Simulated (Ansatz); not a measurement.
# A computed series for hypothetical CsCl type CoBi: response to strain

Start from CoBi in the CsCl type structure (space group Pm-3m, No. 221; a = 3.305 Å; ferromagnetic; a hypothetical phase, not in the database extracts checked; relaxed with 0.1 eV smearing). Axes: x, y, z lie along the cube axes.

Strains are applied to the cell and any free atomic positions relax; under biaxial strain the out-of-plane vector relaxes too; under stress the whole cell relaxes.

All numbers come from plane-wave PAW DFT at the PBEsol level (Ansatz, an electronic-structure program, 420 eV), no SOC.

Notes on the quantities. energy relative to the base: free energy F; pressure: mean of the normal stresses, compression positive.

```tsv
change	energy relative to the base	magnetic state	pressure	shortest interatomic distance
base	0 meV/atom	ferromagnetic	0.0 GPa	2.862 Å
biaxial strain −1.22 %, plane normal [001], relaxed out of plane	+2.4 meV/atom	ferromagnetic	1.2 GPa	2.852 Å
biaxial strain +2.02 %, plane normal [001], relaxed out of plane	?	ferromagnetic	?	?
biaxial strain −0.19 %, plane normal [110], relaxed out of plane	0.0 meV/atom	ferromagnetic	0.1 GPa	2.857 Å
biaxial strain −0.38 %, plane normal [111], relaxed out of plane	+0.1 meV/atom	ferromagnetic	0.2 GPa	2.854 Å
isotropic strain −5.61 %	+191 meV/atom	non-magnetic	24.0 GPa	2.701 Å
isotropic strain +0.85 %	+3.6 meV/atom	ferromagnetic	-2.4 GPa	2.886 Å
tensor shear ε_yz = −0.53 %	+0.1 meV/atom	ferromagnetic	0.0 GPa	2.852 Å
tensor shear ε_xz = −2.83 %	+3.4 meV/atom	ferromagnetic	0.2 GPa	2.808 Å
uniaxial stress, 3 GPa compression along x	+4.6 meV/atom	ferromagnetic	–	2.854 Å
```

Q: Some entries are withheld; estimate them.

A: 
- biaxial strain +2.02 %, plane normal [001], relaxed out of plane, energy relative to the base: +6.8 meV/atom
- biaxial strain +2.02 %, plane normal [001], relaxed out of plane, pressure: -2.0 GPa
- biaxial strain +2.02 %, plane normal [001], relaxed out of plane, shortest interatomic distance: 2.883 Å

Other magnetic orders, which the real material may have, were not ruled out. Stability under load was not tested beyond the relaxation. Seeded moments were not kept for isotropic strain −5.61 %.
